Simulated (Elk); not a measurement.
**Elk run on ZrMoC2 (R-3m, 4 atoms in the cell): self-consistent single point**

Method: Elk with PBEsol, all-electron FP-LAPW, Elk's shipped species files, default APW+lo basis.

This input was run:

```
tasks
  0

xctype
  22

rmtscf
  0.89

swidth
  0.00367493

maxscl
  100

scale
  10.52216367

avec
    0.2874810063    0.1659772364    0.9432954087
   -0.2874810063    0.1659772364    0.9432954087
    0.0000000000   -0.3319544728    0.9432954087

atoms
  3
  'Zr.in'
  1
  0.5000000000  0.5000000000  0.5000000000    0.0 0.0 0.0
  'Mo.in'
  1
  0.0000000000  0.0000000000  0.0000000000    0.0 0.0 0.0
  'C.in'
  2
  0.2556390000  0.2556390000  0.2556390000    0.0 0.0 0.0
  0.7443610000  0.7443610000  0.7443610000    0.0 0.0 0.0

ngridk
  6 6 6
```

Log, with long lists cut:

```
│ Elk code version 10.2.4 │

All units are atomic (Hartree, Bohr, etc.)

│ Ground-state run starting from atomic densities │

Lattice vectors :
   3.024922200       1.746439647       9.925508680
  -3.024922200       1.746439647       9.925508680
   0.000000000      -3.492879294       9.925508680

Unit cell volume      :    314.6094874
Brillouin zone volume :   0.7884384400

Muffin-tin inner radius fraction :   0.1000000000E-01

Nuclei treated as point charges

Species :    1 (Zr)
 parameters loaded from : Zr.in
 name : zirconium
 nuclear charge    :   -40.00000000
 electronic charge :    40.00000000
 atomic mass :    166291.1791
 muffin-tin radius :    2.314000000
 number of radial points in muffin-tin :    597
 atomic positions (lattice), magnetic fields (Cartesian) :
   1 :   0.00000000  0.00000000  0.00000000    0.00000000  0.00000000  0.00000000

Species :    2 (Mo)
 parameters loaded from : Mo.in
 name : molybdenum
 nuclear charge    :   -42.00000000
 electronic charge :    42.00000000
 atomic mass :    174887.9212
 muffin-tin radius :    2.314000000
 number of radial points in muffin-tin :    597
 atomic positions (lattice), magnetic fields (Cartesian) :
   1 :   0.50000000  0.50000000  0.50000000    0.00000000  0.00000000  0.00000000

Species :    3 (C)
 parameters loaded from : C.in
 name : carbon
 nuclear charge    :   -6.000000000
 electronic charge :    6.000000000
 atomic mass :    21894.16672
 muffin-tin radius :    1.602000000
 number of radial points in muffin-tin :    297
 atomic positions (lattice), magnetic fields (Cartesian) :
   1 :  -0.24436100 -0.24436100 -0.24436100    0.00000000  0.00000000  0.00000000
   2 :   0.24436100  0.24436100  0.24436100    0.00000000  0.00000000  0.00000000

Total number of atoms per unit cell :    4

Spin treatment :
 spin-unpolarised

Number of Bravais lattice symmetries :   12
Number of crystal symmetries         :   12
Crystal has inversion symmetry
   [... lines left out ...]
Maximum |G| for potential and density :    12.00000000
 potential will be trimmed for |G| > 2 gkmax
Constant for pseudocharge density :    7
Radial integration step length :    4

G-vector grid sizes :     42    42    42
Number of G-vectors :     9223

Maximum angular momentum used for
 APW functions                      :    8
 outer part of muffin-tin           :    6
 inner part of muffin-tin           :    1

Total nuclear charge    :   -94.00000000
Total core charge       :    60.00000000
Total valence charge    :    34.00000000
Total excess charge     :    0.000000000
Total electronic charge :    94.00000000

Effective Wigner radius, rₛ :   0.9279369121

Number of empty states         :   16
Total number of valence states :   33
Total number of core states    :   60

Total number of local-orbitals :   41

Exchange-correlation functional :     22     0     0
 PBEsol, Phys. Rev. Lett. 100, 136406 (2008)
 gradient requirement :    1
 generalised gradient approximation (GGA)

Smearing type :    3
 Fermi-Dirac
Smearing width :   0.3674930000E-02
Effective electronic temperature (K) :    1160.451112

Mixing type :    3
 Broyden mixing, J. Phys. A: Math. Gen. 17, L317 (1984)

Kohn-Sham potential initialised from atomic data
│ Self-consistent loop started │
│ Loop number : 1 │
 total energy                :     -7703.57104963
│ Loop number : 2 │
 total energy                :     -7704.37860499
RMS change in Kohn-Sham potential (target) :    2.684060084     (  0.1000000000E-05)
Absolute change in total energy (target)   :   0.8075553581     (  0.1000000000E-03)
│ Loop number : 3 │
 total energy                :     -7703.98404567
RMS change in Kohn-Sham potential (target) :    2.657732750     (  0.1000000000E-05)
Absolute change in total energy (target)   :   0.1926704815     (  0.1000000000E-03)
│ Loop number : 4 │
 total energy                :     -7708.32633299
RMS change in Kohn-Sham potential (target) :    2.086181258     (  0.1000000000E-05)
Absolute change in total energy (target)   :    4.294119701     (  0.1000000000E-03)
│ Loop number : 5 │
 total energy                :     -7715.63146780
RMS change in Kohn-Sham potential (target) :   0.9261463546     (  0.1000000000E-05)
Absolute change in total energy (target)   :    8.378664735     (  0.1000000000E-03)
   [... lines left out ...]
Absolute change in total energy (target)   :   0.2226991212E-02 (  0.1000000000E-03)
│ Loop number : 15 │
 total energy                :     -7720.68374834
RMS change in Kohn-Sham potential (target) :   0.3250250537E-04 (  0.1000000000E-05)
Absolute change in total energy (target)   :   0.5809890690E-03 (  0.1000000000E-03)
│ Loop number : 16 │
 total energy                :     -7720.68375763
RMS change in Kohn-Sham potential (target) :   0.4600629669E-05 (  0.1000000000E-05)
Absolute change in total energy (target)   :   0.1359555708E-03 (  0.1000000000E-03)
│ Loop number : 17 │
 total energy                :     -7720.68370721
RMS change in Kohn-Sham potential (target) :   0.1298746218E-05 (  0.1000000000E-05)
Absolute change in total energy (target)   :   0.8440325109E-04 (  0.1000000000E-03)
│ Loop number : 18 │
 total energy                :     -7720.68374823
RMS change in Kohn-Sham potential (target) :   0.6943542686E-06 (  0.1000000000E-05)
Absolute change in total energy (target)   :   0.1991597674E-04 (  0.1000000000E-03)
Convergence targets achieved

│ Loop number : 19 │

Energies :
 Fermi                       :     0.480632798851
 sum of eigenvalues          :     -4562.47902998
 electron kinetic            :      7987.46136521
 core electron kinetic       :      7810.31857051
 Coulomb                     :     -15463.5743979
 Coulomb potential           :     -12228.9609820
 nuclear-nuclear             :     -819.644730093
 electron-nuclear            :     -17058.8983536
 Hartree                     :      2414.96868580
 Madelung                    :     -9349.09390687
 xc potential                :     -320.979413220
 exchange                    :     -239.290861056
 correlation                 :     -5.27837453175
 electron entropic           :    -0.147074914178E-02
 total energy                :     -7720.68373898

Density of states at Fermi energy :    32.54249110
 (states/Hartree/unit cell)

Estimated indirect band gap :   0.6424019336E-02
 from k-point     31 to k-point      1
Estimated direct band gap   :   0.2911938066E-01
 at k-point      5

Charges :
 core                        :    60.00000000
 valence                     :    34.00000000
 interstitial                :    7.696203461
 muffin-tins (core leakage)
  species :    1 (Zr)
   atom    1                 :    37.37139897     (  0.2213013170E-04)
  species :    2 (Mo)
   atom    1                 :    39.59833308     (  0.3019346462E-05)
  species :    3 (C)
   atom    1                 :    4.667032247     (  0.2118093121E-04)
   atom    2                 :    4.667032247     (  0.2118093121E-04)
 total in muffin-tins        :    86.30379654
 total calculated charge     :    94.00129638
 total charge                :    94.00000000
 error                       :   0.1296375101E-02

│ Self-consistent loop stopped │
```

The run converged in 19 iterations. The count includes the last loop, which Elk runs after its targets are met.

The starting cell comes from a database of computed structures (which also holds hypothetical and non-ambient phases and stackings), without a prior relaxation at this level. Spin polarisation is off. Values depend on the basis (sphere radii, cutoffs, local orbitals), which need not be converged. The log's line on a gap gives a spacing of levels on this mesh, which the program prints for metals too.
